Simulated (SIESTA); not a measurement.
Band structure of Y (P6_3/mmc, 2 atoms in the cell).

```xyz
2
Lattice="1.8250 -3.1610 0.0000 1.8250 3.1610 0.0000 0.0000 0.0000 5.7300" Properties=species:S:1:pos:R:3 pbc="T T T"
Y      1.8250     1.0537     1.4325
Y      1.8250    -1.0537     4.2975
```

Method of the run: GGA PBE, numerical atomic orbitals DZP, PseudoDojo PBE standard norm-conserving potentials (rewritten from UPF to PSML) (SIESTA).

Settings: XC.functional = GGA; XC.authors = PBE; potentials = PseudoDojo PBE standard; PAO.BasisSize = DZP; PAO.EnergyShift = 0.01 Ry; MeshCutoff = 400 Ry; kgrid.MonkhorstPack = 10 10 6; OccupationFunction = FD; ElectronicTemperature = 1160.45 K; MaxSCFIterations = 150; SCF.Mixer.Method = Broyden; SCF.Mixer.Weight = 0.1; SCF.Mixer.History = 6; SCF.DM.Tolerance = 1.0E-05.

The starting cell has typed, rounded lattice constants, without a prior relaxation at this level. Values carry the incompleteness of an atom-centred basis.

Levels in eV from the Fermi level, bands 7 to 12:
```tsv
point	7	8	9	10	11	12
Γ	-22.51	-22.48	-4.63	-1.84	0.89	1.73
M	-22.61	-22.54	-1.65	-1.16	-0.80	-0.10
K	-22.71	-22.69	-0.68	-0.66	-0.66	-0.44
A	-22.54	-22.54	-3.21	-3.21	0.96	0.96
L	-22.60	-22.60	-1.63	-1.63	0.06	0.06
H	-22.55	-22.55	-0.37	-0.37	-0.34	-0.34
```

Bands cross the Fermi level along this path, so the cell is metallic at this level.

Higher empty bands are left out: an atom-centred basis made for the valence describes them poorly.
